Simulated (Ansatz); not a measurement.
The starting structures come from a database of crystals and need not be the phases stable at ambient conditions.

By PBEsol, the system below comes out a metal.

Data:

```
CELL_PARAMETERS angstrom
      2.81930     0.00000     0.00000
      0.00000    14.26022     0.00000
      1.40965     4.75341     0.81386
ATOMIC_POSITIONS crystal
  Pt 0.00000 0.50000 0.00000
  Au 0.00000 0.00000 0.00000
```

Space group of this cell: R-3m. The cell is taken as given; by PBEsol its mean pressure is -5.4 GPa.

The current flows along the normal of the first two printed cell vectors, the (100) plane of the conventional cell. No spin-orbit coupling; the value is a mean over 0.1 eV about the Fermi level.

**Question.** State the ballistic conductance per area according to Ansatz (a first-principles code) with PBEsol.

**Answer.** 0.91 × 10¹⁵ S/m² for both spins.
